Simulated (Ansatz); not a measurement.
A self-consistent single point of CoSi2 (I4mm, 3 atoms in the cell) with Ansatz (a program for electronic structure).

Computed with PBEsol, default PAW files made with PBE (plane waves; Ansatz).

```yaml
crystal:
  lattice:
    - [0.00000, 2.67196, 2.67196]
    - [2.67196, 0.00000, 2.67196]
    - [2.67196, 2.67196, 0.00000]
  atoms:
    - { symbol: Co, position: [0.00936, 0.00936, 0.99064] }
    - { symbol: Si, position: [0.25000, 0.25000, 0.25000] }
    - { symbol: Si, position: [0.75000, 0.75000, 0.75000] }
```

Reference input (self-consistent single point, DFT, PBEsol, plane waves, default PAW files made with PBE): basis.ecutwfc = 420 eV; kpoints.mp_grid.grid = 11 11 11; hamiltonian.xc = pbesol; hamiltonian.pseudopotentials = {kind: paw} (the program's default PAW files); scf.occupations.method = fermi_dirac; scf.occupations.width = 0.1 eV. This run's input differs from it in these lines:

Ansatz 0.2 input:
```diff
@@ -11,3 +11,3 @@
 basis:
-  ecutwfc: 420.0 eV
+  ecutwfc: 1010.0 eV
 kpoints:
```

Output (repeated stretches shortened):

```
SCF iter   1: F=—  HF=-6337.729425 eV  |F-HF|=—  |Δ(HF+E_count)|=         —  Δρ=1.82e-2  dr2=8.72e-2  ethr=1.77e-3  ⟨swp⟩=5.1  Hψ=11045  notcnv=0
all-band conjugate gradients solve this SCF's bands
preconditioner: auto → Kerker (q_TF=auto, 2.543 Å⁻¹)
SCF iter   2: F=—  HF=-6337.721826 eV  |F-HF|=—  |Δ(HF+E_count)|=   7.60e-3  Δρ=5.97e-3  dr2=1.24e-2  ethr=3.49e-4  ⟨swp⟩=2.0  Hψ=3651  notcnv=0
   [... lines left out ...]
SCF iter   5: F=—  HF=-6337.720938 eV  |F-HF|=—  |Δ(HF+E_count)|=   1.13e-5  Δρ=1.20e-4  dr2=6.06e-6  ethr=5.38e-7  ⟨swp⟩=2.4  Hψ=3186  notcnv=0
SCF iter   6: F=—  HF=-6337.720934 eV  |F-HF|=—  |Δ(HF+E_count)|=   3.62e-6  Δρ=7.93e-5  dr2=1.21e-6  ethr=2.42e-8  ⟨swp⟩=2.0  Hψ=3712  notcnv=0
SCF iter   7: F=—  HF=-6337.720934 eV  |F-HF|=—  |Δ(HF+E_count)|=   6.04e-8  Δρ=2.29e-5  dr2=1.47e-7  ethr=4.85e-9  ⟨swp⟩=2.7  Hψ=3563  notcnv=0
SCF iter   8: F=-6337.720934 eV  HF=-6337.720934 eV  |F-HF|=7.19e-9  |Δ(HF+E_count)|=   1.21e-8  Δρ=6.28e-6  dr2=1.09e-8  ethr=4.00e-10  ⟨swp⟩=4.1  Hψ=6834  notcnv=0
SCF 1 converged in 8 iterations: F = -6337.720934 eV  dr2 = 1.09e-8
Free energy (F): -6337.720934 eV
Internal energy: -6337.686737 eV  (E = F + TS)
E sigma→0 (E₀):  -6337.703835 eV
Entropy (-TS):   -0.034197 eV (-11.399 meV/atom)
Fermi energy:    12.897128 eV
--- Forces (eV/Å), atoms counted from 1 ---
  atom   1  Co     0.00000000     0.00000000    -0.57980804
  atom   2  Si    -0.00000000    -0.00000000     0.28990050
  atom   3  Si     0.00000000     0.00000000     0.28990050
--- Stress (GPa, compression-positive) ---
       -3.041708       0.000000       0.000000
        0.000000      -3.041708       0.000000
        0.000000       0.000000      -3.140854
  P = ⅓ Tr σ = -3.0748 GPa (-30.748 kbar)
  The stress holds the Pulay correction. Without it, at fixed plane waves, as pw.x and ABINIT print it: P = -3.0774 GPa
```

The run converged in 8 iterations. Against the reference run the free energy goes down by 1.3 meV/atom, the pressure stays at -3.07 GPa and the largest force stays at 0.580 eV/Å.

The starting cell has typed, rounded lattice constants, without a prior relaxation at this level. Its lattice was rescaled by up to half a per cent. One atom was moved a little off its site on purpose. Spin polarisation is off. Ansatz's pressure includes its estimate of the finite-basis (Pulay) stress.
